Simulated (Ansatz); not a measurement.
An Ansatz (a quantum-chemistry and plane-wave program) run: TiO2 with a change (pressure 2.1 GPa); plane-wave PAW DFT at the PBEsol level (Ansatz, 420 eV), without spin-orbit coupling.

Input:

Ansatz 0.2 input:
```yaml
crystal:
  lattice:
    - [4.5837788051, 0, 0]
    - [0, 4.5837788051, 0]
    - [0, 0, 2.9368452722]
  atoms:
    - { symbol: Ti, position: [0, 0, 0] }
    - { symbol: Ti, position: [0.5, 0.5, 0.5] }
    - { symbol: O, position: [0.3042945448, 0.3042945448, 0] }
    - { symbol: O, position: [0.8042945448, 0.1957054552, 0.5] }
    - { symbol: O, position: [0.1957054552, 0.8042945448, 0.5] }
    - { symbol: O, position: [0.6957054552, 0.6957054552, 0] }
basis: { ecutwfc: 420, ecutrho_ratio: 4, xc_grid: 2, fft_grid_basis: typed }
kpoints: { mp_grid: { grid: [7, 7, 11] } }
hamiltonian:
  xc: pbesol
  dispersion: none
  pseudopotentials: { kind: paw }
scf: { occupations: { method: fermi_dirac, width: 0.05 } }
relax: { f_tol: 0.01, max_steps: 60, cell: { stress_tol: 0.02, p_target: 2.1 } }
output: { forces: true, stress: true }
checkpoint: { write: state.ck, write_every: 1000 }
```

Output (explanatory and most iteration lines left out):

```
Relaxation: its limit of steps is 60 (relax.max_steps)
Pseudopotential: Ti, paw, valence charge 12
Pseudopotential: O, paw, valence charge 6
Crystal: 6 atoms, lattice volume = 61.706 Å³
Basis set: ecut = 420 eV, 1177 PW (Γ), exchange–correlation on 64×64×40 points (8 copies of the dense FFT grid, shifted against one another)
Bands: 30, of which v1, the nominal top of the filled ones, is band 24 counted from 1 (23 counted from 0)
Symmetry: 16 space group operations
Space group: P42/mnm (ITA 136), of the structure as read, at distance tolerance 4.0e-5 Å
k-points: 60 of 539
Functional: x = pbesol(κ = 0.804, μ = 0.12345679012345678), c = pbesol(β = 0.046)
SCF iter   1: F=—  HF=-7199.649328 eV  |F-HF|=—  |Δ(HF+E_count)|=         —  Δρ=1.95e-2  dr2=1.99e-1  ethr=1.77e-3  ⟨swp⟩=5.2  Hψ=7218  notcnv=0
SCF iter   2: F=—  HF=-7199.615214 eV  |F-HF|=—  |Δ(HF+E_count)|=   3.41e-2  Δρ=8.93e-3  dr2=4.43e-2  ethr=4.14e-4  ⟨swp⟩=2.0  Hψ=3239  notcnv=0  defer=61
SCF 1 converged in 7 iterations: F = -7199.606660 eV  dr2 = 3.11e-8
relax step   1: F+E_penalty+E_count = -7199.60665959 eV  Δ(F+E_penalty+E_count) = +0.000e0 eV  max|allowed force component| = 3.320e-5 eV/Å  Δτ_max = 0.0000 Å  P = +0.898 GPa  Ω = 61.706 Å³  (7 SCF iters, dr2 threshold 1.00e-7 eV, accepted)
[... steps on the carried basis left out ...]
relax step   8: F+E_penalty+E_count = -7199.60378403 eV  Δ(F+E_penalty+E_count) = -4.839e-10 eV  max|allowed force component| = 2.706e-6 eV/Å  Δτ_max = 0.0000 Å  P = +2.098 GPa  Ω = 61.387 Å³  stress off target by 2.21e-3 GPa  SCF on the basis re-selected at this cell (its energy is not comparable with the rows above)  (6 SCF iters)
SCF converged after 6 iterations
Free energy (F): -7199.603784 eV
Internal energy: -7199.603784 eV  (E = F + TS)
E sigma→0 (E₀):  -7199.603784 eV
Fermi energy:    10.180433 eV
--- Forces (eV/Å), atoms counted from 1 ---
  atom   1  Ti    -0.00000000    -0.00000000    -0.00000000
  atom   2  Ti     0.00000000    -0.00000000     0.00000000
  atom   3  O     -0.00000271    -0.00000271    -0.00000000
  atom   4  O     -0.00000271     0.00000271    -0.00000000
  atom   5  O      0.00000271    -0.00000271     0.00000000
  atom   6  O      0.00000271     0.00000271     0.00000000
--- Stress (GPa, compression-positive) ---
        2.097788       0.000000       0.000000
        0.000000       2.097788       0.000000
        0.000000       0.000000       2.099215
  P = ⅓ Tr σ = 2.0983 GPa (20.983 kbar)
--- Relaxed structure (6 steps of the walk, 6 accepted, 2 SCFs on fresh bases) ---
  cell:  # Å, volume = 61.3866 Å³
    - [4.574103015407499, 9.075726258231302e-35, 1.7523162060873535e-33]
    - [1.4660788570989026e-34, 4.574103015407499, -2.5132780407409763e-34]
    - [1.1048219180548559e-33, -1.6102672152203008e-34, 2.934008603430799]
  atoms:
    - { symbol: Ti, position: [-7.391569124687143e-22, 3.942170199833069e-21, -8.32621510008273e-36] }
    - { symbol: Ti, position: [0.5, 0.5, 0.5] }
    - { symbol: O, position: [0.3041136944944003, 0.3041136944944003, 3.1565159715711306e-35] }
    - { symbol: O, position: [0.8041136944944003, 0.19588630550559982, 0.5] }
    - { symbol: O, position: [0.19588630550559982, 0.8041136944944003, 0.5] }
    - { symbol: O, position: [0.6958863055055998, 0.6958863055055998, -2.684038353914956e-35] }
```

Load acts through the strain it causes; cell and atoms are relaxed under it. No phonon test of stability was made. The final runs are not spin-polarised. The cell was made from TiO$_{2}$ in the rutile structure (space group P4_2/mnm, No. 136) by this change: pressure 2.1 GPa.
